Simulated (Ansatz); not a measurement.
Input:

```xyz
12
Lattice="5.2466 0.0000 0.0000 0.0000 5.0304 0.0000 0.0000 0.0000 5.0595" Properties=species:S:1:pos:R:3 pbc="T T T"
Hf     0.1706     1.3432     1.2577
Hf     5.0760     3.6872     3.7875
Hf     2.7939     3.6872     1.2577
Hf     2.4527     1.3432     3.7875
O      1.9257     0.3522     0.5509
O      3.3210     4.6783     3.0807
O      4.5490     4.6783     0.5509
O      0.6976     0.3522     3.0807
O      1.2180     2.7109     5.0520
O      4.0286     2.3195     2.5223
O      3.8413     2.3195     5.0520
O      1.4053     2.7109     2.5223
```

No spin polarisation.

Level of theory: plane-wave PAW DFT at the r2SCAN level (Ansatz, a quantum-chemistry and plane-wave program, 500 eV), no spin-orbit coupling. k-mesh 5×5×5 (Γ-centred); smearing 0.05 eV (Fermi–Dirac).

**Question.** Predict the gap character, smallest direct gap and band gap.

**Answer.** 
* **Gap character**: indirect, Γ → k = (0.200, 0.400, 0.400) in the run's primitive reciprocal basis
* **Smallest direct gap**: 5.17 eV
* **Band gap**: 4.97 eV

Spin-orbit coupling, missing from the scalar runs, can matter with Hf. No phonon test of stability was made. The cell was made from ZrO2 by this change: Zr → Hf. This is not the structure that HfO2 has at room temperature and ambient pressure.
